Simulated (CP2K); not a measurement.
Band structure of VTl3Se2S2 (Fmm2, 8 atoms in the cell).

```
CELL_PARAMETERS angstrom
      6.77598     0.00000     0.00000
      2.24929     6.35553     0.00000
      4.52669     3.15144     5.51916
ATOMIC_POSITIONS crystal
  V  0.00585 0.00585 0.99415
  Tl 0.00541 0.00541 0.49459
  Tl 0.50541 0.50541 0.99459
  Tl 0.49530 0.49530 0.50470
  Se 0.66181 0.00097 0.99903
  Se 0.00097 0.66181 0.33819
  S  0.00185 0.32341 0.99815
  S  0.32341 0.00185 0.67659
```

Method: LDA (Pade form), GPW, DZVP-MOLOPT-SR-GTH basis, GTH-PADE potentials (GTH_POTENTIALS) in CP2K.

Settings: CUTOFF = 600 Ry; REL_CUTOFF = 50 Ry; KPOINTS/SCHEME = MONKHORST-PACK 3 3 3; XC_FUNCTIONAL = PADE; V/BASIS_SET = DZVP-MOLOPT-SR-GTH; V/POTENTIAL = GTH-PADE-q13; Tl/BASIS_SET = DZVP-MOLOPT-SR-GTH; Tl/POTENTIAL = GTH-PADE-q13; Se/BASIS_SET = DZVP-MOLOPT-SR-GTH; Se/POTENTIAL = GTH-PADE-q6; S/BASIS_SET = DZVP-MOLOPT-SR-GTH; S/POTENTIAL = GTH-PADE-q6; METHOD = GPW; EPS_DEFAULT = 1e-10.

The starting cell comes from a database of computed structures (which also holds hypothetical and non-ambient phases and stackings), without a prior relaxation at this level. Spin-orbit coupling is off. Values carry the incompleteness of an atom-centred basis.

Predict the gap along the standard path and the places of the band edges.

The gap along the path is 1.50 eV, direct at Y to within 0.01 eV. Another conduction valley lies within 0.1 eV, so the order of the valleys is not sure.

Levels in eV from the top of the valence band on the SCF mesh, bands 35 to 39:
```
point     35     36     37     38    39
-----  -----  -----  -----  -----  ----
Γ      -1.46  -1.30  -0.75  -0.70  2.34
Y      -0.54  -0.32  -0.31   0.19  1.69
T      -0.44  -0.08   0.13   0.18  1.93
Z      -0.63  -0.48  -0.47  -0.01  1.74
X      -0.44  -0.08   0.13   0.18  1.93
A1     -0.58  -0.53  -0.39  -0.37  1.80
A      -0.58  -0.53  -0.39  -0.37  1.80
```

Higher empty bands are left out: an atom-centred basis made for the valence describes them poorly.
